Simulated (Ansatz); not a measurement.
Defect: interstitial Cd in wurtzite CdSe, charge state +2. The step: a concerted move, in which Cd travels most; the atom moves 1.64 Å along (-0.02, 0.02, -0.23) of the unit cell; the moving atom starts with neighbours Cd at 3.10; Se at 2.58, Se at 2.71, Se at 2.72, Se at 2.80 Å and ends with Cd at 2.94, Cd at 3.29; Se at 2.58, Se at 2.70, Se at 2.79, Se at 2.80 Å. A PBE band in Ansatz (plane-wave PAW, one k-point at (0.125, 0.250, 0.250), 72 host sites, 33 SCF runs with any check of the saddle's order, static, no finite-size correction) gives a forward barrier of 0.17 eV. The saddle point's order was not checked. The charge state is imposed; whether it is stable for some Fermi level was not computed. Sites that were not tried may lie lower.

Single points at the band's start and saddle point can refine it. Rough cost of one point, in units of the band's mean SCF on the same machine:

| Level | Cost of one point |
|---|---|
| PBE, a 2×2×2 k-point mesh shifted by half a step along c | about 4 |
| r2SCAN at 500 eV, one k-point at (0.125, 0.250, 0.250) | under 2 |

### Question
Which of these move the barrier by more than 0.1 eV, and how far does each move it?

### Answer
Not one does. PBE, a 2×2×2 k-point mesh shifted by half a step along c: +0.01 eV; r2SCAN at 500 eV, one k-point at (0.125, 0.250, 0.250): -0.01 eV. Each functional is compared with PBE at the same k-points.

Ansatz is a program for electronic structure.
